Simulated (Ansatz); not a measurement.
Start from Au in the fcc (Cu type) structure (space group Fm-3m, No. 225; relaxed with 0.1 eV smearing).

```xyz
1
Lattice="0.0000 2.0238 2.0238 2.0238 0.0000 2.0238 2.0238 2.0238 0.0000" Properties=species:S:1:pos:R:3 pbc="T T T"
Au     0.0000     0.0000     0.0000
```

Cartesian axes are those of the cell as printed.

Method: LDA in Ansatz (plane waves to 420 eV, PAW, without spin-orbit coupling).

For the base:

The pressure is 0.0 GPa and the shortest interatomic distance is 2.862 Å.

It is then changed as follows: the cell is stretched by 2.00 % along z with no lateral relaxation, atoms relaxed at fixed cell.

**Question.** What does the calculation give for the energy relative to the base, pressure and shortest interatomic distance after the change?

**Answer.** The energy goes up by 4.3 meV/atom; the pressure (mean of the normal stresses, compression positive) goes from zero to -3.6 GPa; the shortest interatomic distance stays 2.862 Å.

The cells carry an imposed strain or load. Whether these cells are dynamically stable was not tested.

Ansatz is an electronic-structure program.
